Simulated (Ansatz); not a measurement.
**SrO: energy against volume**

SrO (rock salt, Fm-3m, 17.525 Å³/atom and stress up to 0.01 GPa in the relaxed cell, cube axes along x, y and z) under hydrostatic pressure, with the cell free. PBE in Ansatz, a plane-wave DFT program (PAW, default set), 420 eV, 11×11×11 Γ-centred mesh, Fermi-Dirac smearing 0.05 eV; ions are relaxed, or left where forces stay under 0.02 eV/Å, within the symmetry of each cell.

Here V stands for volume and E for E less E0.

```
volume (Å³/atom)  E less E0 (meV/atom)  pressure (GPa)
----------------  --------------------  --------------
17.9693                           2.86           -2.00
17.7396                           0.66           -1.00
17.5245                           0.00            0.00
17.4668                           0.06            0.29
17.3837                           0.30            0.70
17.2290                           1.38            1.50
16.9576                           5.15            3.00
16.6284                          13.34            5.00
16.2598                              ?               ?
```

Task: Fit E against V with the third-order Birch-Murnaghan form, a cubic in V^(-2/3), and predict the withheld value at V = 16.2598.

Result: With u = V^(-2/3) - 0.1492, the rows have u = -0.0034375, -0.0021819, -0.0009813, -0.0006551, -0.0001821, 0.0007086, 0.0023039, 0.0042969. Least squares gives E = 0.461 + 939.9·u + 477111·u² + 354296·u³. Residuals (row less fit): 0.007, -0.018, 0.002, 0.010, -0.006, 0.013, -0.013, 0.003; standard error 0.015 (degrees of freedom: 4). Its minimum lies at u = -0.0009861, so V0 = (0.1482139)^(-3/2) = 17.53. There d²E/du² = 952100 and d³E/du³ = 2126000, so B0 = (4/9) × 17.53^(-7/3) × 952100 × 0.160218 = 85.0 GPa (the last factor turns the table's units into GPa), and B0' = 4 + (2/3) × 0.1482139 × (2126000)/952100 = 4.2. B0' rests on the cubic coefficient alone and has a standard error of 0.3 from these residuals. At the withheld row, u = 0.0066080, so E = 0.461 + 939.9 × 0.0066080 + 477111 × 0.0066080² + 354296 × 0.0066080³ = 27.607 meV/atom. The calculation gives 27.69 meV/atom, 0.083 meV/atom above the prediction (0.3 % of the range of E in the table). The row lies outside the fitted rows, so this is an extrapolation. From the scatter of the fitted rows alone, a prediction at this place has a standard error of 0.086 meV/atom, so the miss is 1.0 times that.

Other structures, which can take over under pressure, weren't tried. The same form fitted to the pressure column gives B0' = 4.5; series where the two differ by over 0.4 aren't shown. Rows are the converged runs of the series near zero and its far end, less any whose ions stayed unrelaxed beside relaxed ones; series whose fitted rows scatter by over a few per cent of the range, as at a crossing or softening among them, aren't shown in this form.
